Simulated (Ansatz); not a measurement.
Defect migration in wurtzite CdSe: Cd vacancy, charge state -2. Level of theory: PBE, PAW (plane waves to 420 eV; Ansatz, a quantum-chemistry and plane-wave program).

Cell of 72 host sites held at the relaxed PBE lattice; one k-point at (0.125, 0.250, 0.250); Fermi-Dirac width 0.01 eV, spin-restricted; finite-size errors left in. Energies are static. The charge state is imposed; whether it is stable for some Fermi level was not computed. Forms of the defect that were not tried may lie lower.

Barriers: single points on a 2×2×2 k-point mesh shifted by half a step along c at the bands' geometries.

The step: a nearby Cd atom hops onto the vacant site; the atom moves 4.10 Å along (0.31, 0.62, 0.47) of the unit cell; the moving atom starts with neighbours Se at 2.62, Se at 2.71, 2 Se at 2.73 Å and ends with Se at 2.62, 3 Se at 2.72 Å.

Q: What is the computed migration barrier of this step (PBE, PAW)?

A: 0.81 eV, the same both ways. At the saddle the moving atom has neighbours Se at 2.50, Se at 2.57, 2 Se at 3.17 Å. The saddle point's order was not checked, and it lies on a symmetry element of the cell, where a band can be held.
